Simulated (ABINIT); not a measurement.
Input and output of a self-consistent single point for BaLa2ZnO5 (I4/mcm, 18 atoms in the cell) (ABINIT).

Level of theory: PBEsol, PAW (JTH v2.0 PBE PAW, files made for PBE) (plane waves; ABINIT).

The change in words: lattice scaled by 1.015; ecut: 60 Ry → 36 Ry; pawecutdg: 120 Ry → 72 Ry. Reference geometry:
```
BaLa2ZnO5
1.0
   -3.43037     3.43037     5.75478
    3.43037    -3.43037     5.75478
    3.43037     3.43037    -5.75478
Ba La Zn O
2 4 2 10
Direct
  0.25000   0.25000   0.00000
  0.75000   0.75000   0.00000
  0.67410   0.17410   0.84820
  0.17410   0.32590   0.50000
  0.32590   0.82590   0.15180
  0.82590   0.67410   0.50000
  0.75000   0.25000   0.50000
  0.25000   0.75000   0.50000
  0.99200   0.49200   0.21600
  0.49200   0.27600   0.50000
  0.27600   0.77600   0.78400
  0.77600   0.99200   0.50000
  0.50800   0.72400   0.50000
  0.00800   0.50800   0.78400
  0.22400   0.00800   0.50000
  0.72400   0.22400   0.21600
  0.00000   0.00000   0.00000
  0.50000   0.50000   0.00000
```

Reference input (self-consistent single point, DFT, PBEsol, plane waves, PAW (JTH v2.0 PBE PAW, files made for PBE)): pseudos = [Ba.GGA_PBE-JTH.xml, La.GGA_PBE-JTH.xml, Zn.GGA_PBE-JTH.xml, O.GGA_PBE-JTH.xml]; ecut = 60 Ry; pawecutdg = 120 Ry; pawxcdev = 0; ixc = -116133; occopt = 3; tsmear = 0.1 eV; ngkpt = 3 3 3; nshiftk = 1; shiftk = 0 0 0; potentials = JTH v2.0 PBE PAW; nband = 91. This run's input differs from it in these lines:

```diff
@@ -5,5 +5,5 @@
 rprim
-        -3.4303680000    3.4303680000    5.7547830000
-         3.4303680000   -3.4303680000    5.7547830000
-         3.4303680000    3.4303680000   -5.7547830000
+        -3.4818240000    3.4818240000    5.8411050000
+         3.4818240000   -3.4818240000    5.8411050000
+         3.4818240000    3.4818240000   -5.8411050000
 natom 18
@@ -13,23 +13,23 @@
 xcart
-        -0.0000000000    0.0000000000    2.8773915000
-        -0.0000000000    0.0000000000    8.6321745000
-         1.1944541376    4.6248221376    0.0000000000
-         2.2359138624    1.1944541376   -0.0000000000
-         2.2359138624   -1.1944541376    5.7547830000
-         1.1944541376    2.2359138624    5.7547830000
-        -0.0000000000    3.4303680000    2.8773915000
-         3.4303680000    0.0000000000    2.8773915000
-        -0.9742245120    2.4561434880    7.2970648440
-         0.9742245120    2.4561434880    1.5422818440
-         4.4045925120    0.9742245120    1.5422818440
-         2.4561434880    0.9742245120    7.2970648440
-         2.4561434880    0.9742245120    4.2125011560
-         4.4045925120    0.9742245120   -1.5422818440
-         0.9742245120    2.4561434880   -1.5422818440
-        -0.9742245120    2.4561434880    4.2125011560
+        -0.0000000000   -0.0000000000    2.9205525000
+        -0.0000000000   -0.0000000000    8.7616575000
+         1.2123711168    4.6941951168    0.0000000000
+         2.2694528832    1.2123711168    0.0000000000
+         2.2694528832   -1.2123711168    5.8411050000
+         1.2123711168    2.2694528832    5.8411050000
+        -0.0000000000    3.4818240000    2.9205525000
+         3.4818240000   -0.0000000000    2.9205525000
+        -0.9888380160    2.4929859840    7.4065211400
+         0.9888380160    2.4929859840    1.5654161400
+         4.4706620160    0.9888380160    1.5654161400
+         2.4929859840    0.9888380160    7.4065211400
+         2.4929859840    0.9888380160    4.2756888600
+         4.4706620160    0.9888380160   -1.5654161400
+         0.9888380160    2.4929859840   -1.5654161400
+        -0.9888380160    2.4929859840    4.2756888600
          0.0000000000    0.0000000000    0.0000000000
-        -0.0000000000    0.0000000000    5.7547830000
+        -0.0000000000   -0.0000000000    5.8411050000
       Angstrom
-ecut 60 Ry
-pawecutdg 120 Ry
+ecut 36 Ry
+pawecutdg 72 Ry
 pawovlp -1
```

The program printed (abridged):

```
--- !BeginCycle
solver: {iscf: 17, nstep: 60, nline: 4, wfoptalg: 10, }
tolerances: {tolvrs: 1.00E-10, }
...

     iter   Etot(hartree)      deltaE(h)  residm     nres2
 ETOT  1  -467.29068797878    -4.673E+02 1.098E+00 5.356E+01
 ETOT  2  -470.89481497820    -3.604E+00 2.980E-01 1.651E+02
 ETOT  3  -470.55937329277     3.354E-01 4.512E-02 5.760E+01
 ETOT  4  -470.42896082390     1.304E-01 3.839E-02 1.897E+01
 ETOT  5  -470.39372729297     3.523E-02 4.641E-02 3.346E+00
   [... 39 lines left out ...]
 ETOT 45  -470.42087379999     4.093E-12 7.278E-06 1.068E-10
 ETOT 46  -470.42087379999    -5.798E-12 1.957E-05 1.531E-10
 ETOT 47  -470.42087379999     5.684E-13 6.127E-06 1.683E-10
 ETOT 48  -470.42087379998     8.413E-12 1.726E-05 3.266E-12
 At SCF step   48       nres2   =  3.27E-12 < tolvrs=  1.00E-10 =>converged.

 Cartesian components of stress tensor (hartree/bohr^3)
  sigma(1 1)=  2.13127963E-04  sigma(3 2)=  0.00000000E+00
  sigma(2 2)=  2.13127963E-04  sigma(3 1)=  0.00000000E+00
  sigma(3 3)=  1.99560000E-04  sigma(2 1)=  0.00000000E+00

 ----iterations are completed or convergence reached----

 reduced coordinates (array xred) for   18 atoms
       0.250000000000      0.250000000000      0.000000000000
       0.750000000000      0.750000000000      0.000000000000
       0.674100000000      0.174100000000      0.848200000000
   [... 15 lines left out ...]
 cartesian forces (eV/Angstrom) at end:
    1     -0.00000000000000    -0.00000000000000     0.00000000000000
    2     -0.00000000000000    -0.00000000000000     0.00000000000000
   [... lines left out ...]
 Fermi (or HOMO) energy (hartree) =   0.19435   Average Vxc (hartree)=  -0.40562
   [... lines left out ...]
'-kT*entropy'       : -8.24703076080367E-09
total_energy        : -4.70420873837660E+02
total_energy_eV     : -1.28008029737532E+04
...

-Cartesian components of stress tensor (GPa)         [Pressure= -6.1374E+00 GPa]
- sigma(1 1)=  6.27044011E+00  sigma(3 2)=  0.00000000E+00
- sigma(2 2)=  6.27044011E+00  sigma(3 1)=  0.00000000E+00
- sigma(3 3)=  5.87125691E+00  sigma(2 1)=  0.00000000E+00

 Calculation completed.
```

The run converged in 48 iterations. Against the reference run the free energy rises by 34.4 meV/atom, the pressure goes from 0.43 to -6.14 GPa, the largest force goes from 0.641 to 0.548 eV/Å and the gap on the mesh goes from 3.062 to 3.048 eV.

The starting cell comes from a database of published, mostly measured structures (it also holds non-ambient and calculated ones), without a prior relaxation at this level. Its lattice was rescaled by a random factor within 2.5 % of one. For this run, on top of that: lattice scaled by 1.015. The potentials were made for another functional than the one used.

Cost on one core of a shared machine: roughly 20 min.
